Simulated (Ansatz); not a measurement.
**Parameter sweep on Ni6SnTe2 (I4mm, 9 atoms in the cell)**

```yaml
crystal:
  lattice:
    - [-1.90772, 1.90772, 9.73358]
    - [1.90772, -1.90772, 9.73358]
    - [1.90772, 1.90772, -9.73358]
  atoms:
    - { symbol: Ni, position: [0.50107, 0.50107, 0.00000] }
    - { symbol: Ni, position: [0.90656, 0.40656, 0.50000] }
    - { symbol: Ni, position: [0.40656, 0.90656, 0.50000] }
    - { symbol: Ni, position: [0.09541, 0.59541, 0.50000] }
    - { symbol: Ni, position: [0.59541, 0.09541, 0.50000] }
    - { symbol: Ni, position: [0.80885, 0.80885, 0.00000] }
    - { symbol: Sn, position: [0.00035, 0.00035, 0.00000] }
    - { symbol: Te, position: [0.31623, 0.31623, 0.00000] }
    - { symbol: Te, position: [0.67917, 0.67917, 0.00000] }
```

Base run A: LDA (PW92), default PAW files made with PBE (Ansatz, a first-principles code), self-consistent single point.

Its settings: basis.ecutwfc = 420 eV; kpoints.mp_grid.grid = 8 8 8; hamiltonian.xc = lda; hamiltonian.pseudopotentials = {kind: paw} (the program's default PAW files); scf.occupations.method = methfessel_paxton; scf.occupations.width = 0.1 eV.

The starting cell comes from a database of computed structures (which also holds hypothetical and non-ambient phases and stackings), without a prior relaxation at this level. Its lattice was rescaled by a random factor within 2.5 % of one. Spin polarisation is off, so a magnetic state, if there is one, cannot be reached. In the base run, with a pressure of about -12 GPa the cell is away from its equilibrium volume at this level. Ansatz's pressure includes its estimate of the finite-basis (Pulay) stress.

ΔF is the free energy per atom less that of run A. 

```json
[
 {"run": "A", "change": "base", "ΔF (meV/atom)": "0.00", "pressure (GPa)": "-12.11", "largest force (eV/Å)": "0.700", "iterations": "10"},
 {"run": "B", "change": "scf.algorithm: default → direct_min", "ΔF (meV/atom)": "0.00", "pressure (GPa)": "-12.11", "largest force (eV/Å)": "0.700", "iterations": "15"},
 {"run": "C", "change": "scf.eigensolver.kind: default (the program chose band_cg) → davidson", "ΔF (meV/atom)": "0.00", "pressure (GPa)": "-12.11", "largest force (eV/Å)": "0.700", "iterations": "15"},
 {"run": "D", "change": "basis.precision: default → f64", "ΔF (meV/atom)": "0.00", "pressure (GPa)": "-12.11", "largest force (eV/Å)": "0.700", "iterations": "10"},
 {"run": "E", "change": "scf.self_checks: default → high", "ΔF (meV/atom)": "0.00", "pressure (GPa)": "-12.11", "largest force (eV/Å)": "0.700", "iterations": "10"}
]
```

Runs B, C, D, E ended on the same solution as A (within 1 meV/atom). The fewest iterations to that state were 10 (A, D, E); the most were 15.

Keys are those of Ansatz 0.2.
